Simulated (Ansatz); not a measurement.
**BAs: energy against strain**

BAs (zinc blende, F-43m, 13.685 Å³/atom at rest) under an equal strain ε in the (001) plane with the normal axis free, as in a coherent film. r2SCAN in Ansatz, a plane-wave DFT program (PAW, default set), 500 eV, 12×12×12 Γ-centred mesh, Fermi-Dirac smearing 0.05 eV; ions are relaxed within the symmetry of each cell.

Here s stands for strain and y for E less E0.

```csv
strain (%),E less E0 (meV/atom)
-3.00,?
-1.50,6.47
-1.00,2.84
-0.50,0.70
0.00,0.00
0.50,0.69
1.00,2.72
1.50,6.05
```

Fit y against s with a parabola, and predict the withheld value at s = -3.00.

Least squares gives y = -0.001 - 0.1079·s + 2.7824·s². Residuals (row less fit): 0.049, -0.049, -0.049, 0.001, 0.049, 0.046, -0.048; standard error 0.059 (degrees of freedom: 4). Twice the quadratic coefficient over the volume, 2 × 2.7824 meV × 10⁴ × 0.1602 / 13.685 Å³, is twice the biaxial elastic modulus of this plane = 652 ± 6 GPa. At the withheld row, y = -0.001 - 0.1079 × (-3.0) + 2.7824 × (-3.0)² = 25.364 meV/atom. The calculation gives 26.75 meV/atom, 1.386 meV/atom above the prediction (5.2 % of the range of y in the table). The row lies outside the fitted rows, so this is an extrapolation. From the scatter of the fitted rows alone, a prediction at this place has a standard error of 0.226 meV/atom, so the miss is 6.1 times that.

One order more, fitted to all 13 runs of the series, follows each within 0.01, so the miss is the next term of a smooth law. Rows are the converged runs of the series near zero and its far end; series whose fitted rows scatter by over a few per cent of the range, as at a crossing or softening among them, aren't shown in this form. Most that stay on the fit to the last digits aren't either.
